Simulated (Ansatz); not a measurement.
Cell and atoms of amorphous Si₂₄O₅₁W:

```xyz
76
Lattice="10.4581 0.0000 0.0000 0.0000 10.4581 0.0000 0.0000 0.0000 10.4581" Properties=species:S:1:pos:R:3 pbc="T T T"
Si     7.3177     0.6973     1.6365
Si     0.6794     2.5570     4.4831
Si     4.5093     1.2921     7.7454
Si     6.1749     7.1527     9.5257
Si     5.9996     2.5186     3.4929
Si     2.1900     9.5531     0.4726
Si     9.8751     5.6248     1.7573
Si     3.2386     3.0877    10.1739
Si     3.3753     1.7327     4.8996
Si     8.7470     3.2048     0.3954
Si     0.6401     9.0932     8.1627
Si     5.9379     4.6312     0.8999
Si     2.0499     1.4247     2.2243
Si     4.9536     6.9293     6.8679
Si     7.1634     2.3842     6.3162
Si     0.3265     3.9873     8.9639
Si     1.1342     7.6552     2.6506
Si     8.6997     8.9610     3.4486
Si     7.5034     5.3153     6.0158
Si     9.4313     0.3269     5.9721
Si     7.3218     6.1921     3.1908
Si     5.2633     9.9369    10.1198
Si     9.3052     6.8040     9.5180
Si    10.4120     4.8579     6.0876
O      3.5988     5.9421     6.6294
O      7.5811     7.7756     3.5900
O      9.6361     2.9116     9.4745
O     10.2785     3.9092     4.7759
O      4.4907     3.9018     0.3038
O      6.0503     8.5352    10.3720
O      4.2461     8.0441     5.8138
O      1.9043     8.1573     1.3016
O      7.5351     3.8996     6.8135
O      1.8224     3.8306     9.6367
O      0.8683     2.3484     2.8778
O      6.3306     0.5125     0.3383
O      6.2791     1.0395     2.8459
O      8.2790     1.2390     6.6709
O      7.7579     6.9751     9.0682
O      1.4048     0.1563     1.4276
O      5.6501     5.8059    10.1440
O     10.1587     5.4974     9.0808
O      1.5773     9.6156     9.3881
O      6.0046     3.5718     2.2999
O      5.8309     2.0373     7.1658
O      5.0572     7.5382     8.3418
O      2.1546     7.7362     4.0225
O      7.1320     2.5273     4.6949
O      8.8168     5.6179     2.9503
O      6.9010     5.3181     4.5109
O     10.3088    10.1422     7.2204
O      2.8202     2.2092     1.0438
O      1.7094     8.3599     7.0341
O      8.8111     9.6719     4.9391
O      0.8655     6.0658     2.4007
O      9.8949     4.1266     1.1637
O      3.6579     0.9510     6.3399
O      8.4306     1.8232     1.2042
O      0.4011     3.8891     7.3142
O     10.4368     1.2368     5.0960
O      4.9788    10.4007     8.5610
O      8.2289     9.9129     2.2096
O      2.1368     2.7601     5.1928
O      4.6290     2.6044     4.3847
O      9.0748     5.8075     6.1720
O     10.0769     8.0324     8.7739
O     10.2343     8.4312     3.0946
O      3.7879     9.8345     0.3932
O      1.1666     5.9882     5.8276
O      9.4450     6.8148     0.6895
O      6.2934     5.9686     1.9810
O      7.3800     4.0476     0.1858
O      3.6834     2.1975     8.8369
O      2.9111     0.8582     3.5490
O      6.4300     6.3435     6.6776
W      2.4816     7.2795     5.7910
```

Calculation: PBE, scalar-relativistic without spin-orbit coupling (plane waves to 420 eV, PAW; Ansatz, a quantum-chemistry and plane-wave program).

The cell was made by melting and quenching with the CHGNet potential and then relaxed with DFT. O atoms were pushed apart under 1.9 Å during the dynamics, to hinder bonds among them. The hot cell started wider than the set density and was brought back towards it in steps. It is the lowest in DFT energy of 2 quenches. It is a model cell: composition and starting density were chosen by hand, and all elements were melted together. No dispersion term was used. Its density started from a set value of 2.43 and ended at 2.43 g/cm³. The simulated quench (nominally 400 K/ps over its main leg) is rapid and tends to freeze in more defects than a deposited or slowly cooled glass has. One small periodic cell is one sample of the glass; other quenches scatter about these values. The volume was held where the preparation left it, at a PBE pressure of -1.0 GPa (tension). Stress components on the final sampling reach 2.5 GPa.

Neighbours within Si-Si 2.60 Å, Si-O 1.92 Å, Si-W 2.74 Å, O-O 1.58 Å, O-W 2.51 Å, W-W 3.04 Å count as bonded. Two cations that share two anions don't count as bonded, nor two that share one unless they lie closer than Si-Si 2.38 Å, Si-W 2.66 Å, W-W 2.95 Å.

**Question.** Give the coordination numbers, mean bond lengths and angles.

**Answer.** 
The mean coordination of Si by anions is 4.04 (23 with 4, 1 with 5) and the mean coordination of O comes out as 2.00 (51 with 2). The mean coordination of W by anions is 5.00 (1 with 5) and the mean Si-O bond comes out as 1.644 Å (spread 0.032 Å, 97 counted). The mean O-W bond comes out as 1.875 Å (spread 0.045 Å, 5 counted). The bond angle at Si comes out as mean 109.3°, spread 9.1°. The bond angle at O comes out as mean 142.8°, spread 18.1° and the bond angle at W comes out as mean 106.1°, spread 23.4°.

**Question.** Which atoms depart from the most common coordination of their element?

**Answer.** Si12 has 5 (O72 1.71 Å, O41 1.71 Å, O29 1.73 Å, O71 1.76 Å, O44 1.76 Å).

**Question.** List the pairs of like atoms that count as bonded by the rules above.

**Answer.** There are none by these rules.
